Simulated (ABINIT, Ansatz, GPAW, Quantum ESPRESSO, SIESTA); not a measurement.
## Code comparison for Pb (Fm-3m, 1 atom in the cell)

Self-consistent single point.

```
Pb
1.0
    0.00000     2.52319     2.52319
    2.52319     0.00000     2.52319
    2.52319     2.52319     0.00000
Pb
1
Cartesian
  0.00000   0.00000   0.00000
```

Shared settings, as Ansatz (an electronic-structure program) writes them: kpoints.mp_grid.grid = 4 4 4; scf.occupations.method = fermi_dirac; scf.occupations.width = 0.05 eV. Potentials and cutoffs stand in the table.

| code | model | pressure (GPa) | cutoff |
|---|---|---|---|
| GPAW | PBE, GPAW PAW datasets PBE (gpaw-data 1.0.1) | -0.91 | 550 eV |
| ABINIT | PBE, norm-conserving pseudopotentials (PseudoDojo nc-sr-05 PBE standard) | -0.76 | 31 Ha |
| Ansatz | PBE, default PAW files | -0.67 | 420 eV |
| SIESTA | GGA PBE, numerical atomic orbitals DZP, PseudoDojo PBE standard norm-conserving potentials (rewritten from UPF to PSML) | -0.35 | grid 350 Ry |
| Quantum ESPRESSO | PBE, PSlibrary PAW (PBE) pseudopotentials | -1.77 | 55 Ry |

On Ansatz's run: spin-orbit coupling is off.

The spread over the programs that give each value: pressure within 1.42 GPa.

SIESTA uses small atom-centred bases, whose incompleteness enters pressures, forces and empty levels differently from a plane-wave cutoff. Ansatz's pressure is given at a fixed set of plane waves, as the other plane-wave codes print theirs.

On the base mesh (11 11 11) the same programs gave: Ansatz pressure -0.36 GPa; Quantum ESPRESSO pressure -1.49 GPa; ABINIT pressure -0.45 GPa; GPAW pressure -0.61 GPa; SIESTA pressure 0.24 GPa.

The values differ from the base mesh's, so the mesh still matters here: the table compares the programs at equal settings.

The starting cell comes from a database of computed structures (which also holds hypothetical and non-ambient phases and stackings), without a prior relaxation at this level. Its lattice was rescaled by a random factor within 2.5 % of one.

Left out of this page: CP2K (on another mesh); Elk and FLEUR (not drawn, or without a comparable value).

Keys are those of Ansatz 0.2.
